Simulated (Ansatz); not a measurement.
NbRu, response to strain

The parent structure is NbRu in the CsCl type structure (space group Pm-3m, No. 221; a = 3.1405 Å; relaxed with 0.1 eV smearing). Axes: x, y, z lie along the cube axes.

Strains are applied to the cell and any free atomic positions relax; under biaxial strain the out-of-plane vector relaxes too; under stress the whole cell relaxes.

Computed with PBEsol (Ansatz, a first-principles code, PAW, no spin-orbit coupling).

Notes on the quantities. energy relative to the base: free energy F.

```json
[
 {"variant": "base", "energy relative to the base": "0 meV/atom", "shortest interatomic distance": "2.720 Å"},
 {"variant": "biaxial strain −1.26 %, plane normal [001], relaxed out of plane", "energy relative to the base": "-7.1 meV/atom", "shortest interatomic distance": "2.732 Å"},
 {"variant": "isotropic strain −2.59 %", "energy relative to the base": "+80 meV/atom", "shortest interatomic distance": "2.649 Å"},
 {"variant": "isotropic strain +0.49 %", "energy relative to the base": "+2.6 meV/atom", "shortest interatomic distance": "2.733 Å"},
 {"variant": "isotropic strain +1.20 %", "energy relative to the base": "+15 meV/atom", "shortest interatomic distance": "2.752 Å"},
 {"variant": "uniaxial stress, 5 GPa compression along z", "energy relative to the base": "+0.8 meV/atom", "shortest interatomic distance": "2.719 Å"},
 {"variant": "uniaxial stress, 3 GPa compression along z", "energy relative to the base": "-2.4 meV/atom", "shortest interatomic distance": "2.720 Å"}
]
```

Beyond what the load breaks, stability against distortions was not tested. All final runs are without spin polarisation. An odd electron count without spin: NbRu. Under biaxial strain −1.26 %, plane normal [001], relaxed out of plane the cell ends below the base's energy or with stress of the wrong sign: the atoms slid into a distortion or the cell is elastically unstable, so the base is not a stable minimum at this level.
